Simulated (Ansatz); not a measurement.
SrO: pressure series

The reference is SrO in the rock salt structure (space group Fm-3m, No. 225; a = 5.1950 Å).

Cell and atoms are relaxed at each pressure.

The values are results of PBE (Ansatz, an electronic-structure program), without spin-orbit coupling, not measurements.

```csv
pressure (GPa),volume per atom (Å³/atom)
-1,17.740
0,17.525
0.3,17.467
0.7,17.384
1.5,17.229
3,16.958
5,?
7.5,16.260
10,15.930
```

Q: Fit the third-order Birch–Murnaghan form P(V) = (3B₀/2)[(V₀/V)^(7/3) − (V₀/V)^(5/3)]·[1 + (3/4)(B₀′ − 4)((V₀/V)^(2/3) − 1)] (squares taken in P) to the rows shown and predict the withheld row.

A: Least squares on the printed values gives V₀ = 17.526 Å³/atom, B₀ = 84.6 GPa, B₀′ = 4.5; this predicts 16.629 Å³/atom, and the run gives 16.628 Å³/atom, in agreement.

Measured bulk modulus of SrO: 91 GPa (room temperature; as listed in Juan A. Santana et al., The Journal of Chemical Physics (2016)); the computed value is for a static lattice, so the two differ by thermal effects too.

For one case the stability test of the SCF state gave doubtful readings. Load acts through the strain it causes; cell and atoms are relaxed under it. Stability against distortions was not tested. No other phases were tried under pressure.
